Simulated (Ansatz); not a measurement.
## Migration barriers: Pd vacancy in fcc Pd, neutral cell

Defect: Pd vacancy in fcc Pd, neutral cell. The numbers are results of PBE, PAW (plane waves to 420 eV; Ansatz, a quantum-chemistry and plane-wave program), not measurements.

Cell of 32 host sites held at the relaxed PBE lattice; a 2×2×2 k-point mesh shifted by half a step; Fermi-Dirac width 0.10 eV, spin-restricted; finite-size errors left in. No zero-point or tunnelling terms. Forms of the defect that were not tried may lie lower.

Barriers: single points on a 4×4×4 k-point mesh shifted by half a step at the bands' geometries (they differ from the bands' own by up to 0.06 eV, and are uncertain by about as much).

| Route | Start site over the lowest site run (eV) | Hop (Å) | Forward barrier (eV) | Backward barrier (eV) | Neighbours at the start | Neighbours at the saddle | Saddle order | Forward, on the band's own sampling (eV) |
|---|---|---|---|---|---|---|---|---|
| a nearby Pd atom hops onto the vacant site | 0.00 | 2.69 | 0.99 | 0.99 | 4 Pd at 2.74, 2 Pd at 2.79, 4 Pd at 2.80, Pd at 2.83 Å | 4 Pd at 2.56, 4 Pd at 3.04 Å | not checked, on a symmetry element | 1.05 |

Paths come from nudged elastic bands with a climbing image.  A band can be held on a symmetry element, so unchecked saddle points there may be too high.
